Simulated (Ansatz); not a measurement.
# ZnGeP2, response to strain

Take ZnGeP₂ in the chalcopyrite structure (space group I-42d, No. 122; a = 5.374 Å, c = 10.625 Å) as the base. Axes: x, y, z lie along a, b, c of the conventional cell.

Strains are applied to the cell and any free atomic positions relax; under biaxial strain the out-of-plane vector relaxes too.

The values are results of LDA, PAW, 420 eV (Ansatz, a program for electronic structure; spin-orbit coupling left out), not measurements.

Candidates:
(a) biaxial strain +3.00 %, plane normal [001], relaxed out of plane
(b) biaxial strain +1.50 %, plane normal [001], relaxed out of plane
(c) biaxial strain +2.25 %, plane normal [001], relaxed out of plane
(d) biaxial strain +0.75 %, plane normal [001], relaxed out of plane

Notes on the quantities. in-plane stress: mean in-plane stress (compression positive).

Task: Order them by in-plane stress, highest first.

Result: (d) biaxial strain +0.75 %, plane normal [001], relaxed out of plane (-1.0 GPa), (b) biaxial strain +1.50 %, plane normal [001], relaxed out of plane (-2.0 GPa), (c) biaxial strain +2.25 %, plane normal [001], relaxed out of plane (-3.0 GPa), (a) biaxial strain +3.00 %, plane normal [001], relaxed out of plane (-3.8 GPa)

No phonon test of stability was made.
